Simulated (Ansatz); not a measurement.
MgSe: Se → O

The reference is MgSe in the rock salt structure (space group Fm-3m, No. 225; a = 5.472 Å).

Perturbation: every Se is replaced by O, then cell and atoms are relaxed.

Computed with r2SCAN (Ansatz, an electronic-structure program, PAW, no spin-orbit coupling). Γ-centred 13×13×13 mesh, Fermi–Dirac width 0.05 eV, for the changed cell.

```tsv
quantity	base	changed	shift
volume per atom	20.48 Å³	9.29 Å³	-11.19 Å³
lattice parameter a	10.341 bohr	7.945 bohr	-2.396 bohr
space group	Fm-3m (No. 225)	Fm-3m (No. 225)	–
shortest interatomic distance	5.170 bohr	3.973 bohr	-1.1978 bohr
band gap	2.48 eV	5.68 eV	+3.206 eV
gap character	indirect, Γ → X	direct at Γ	–
width of the top valence band	2.47 eV	1.78 eV	-0.69 eV
electron mass	0.48 mₑ along k, 0.25 mₑ across (at X)	0.36 mₑ (at Γ)	–
hole mass (degenerate bands, along [100])	0.20, 0.79, 0.79 mₑ (at Γ)	0.42, 2.1, 2.1 mₑ (at Γ)	–
```

Effective masses come from finite differences of ±0.01 Å⁻¹. Along k means along the line from Γ to the band edge. Whether these cells are dynamically stable was not tested.
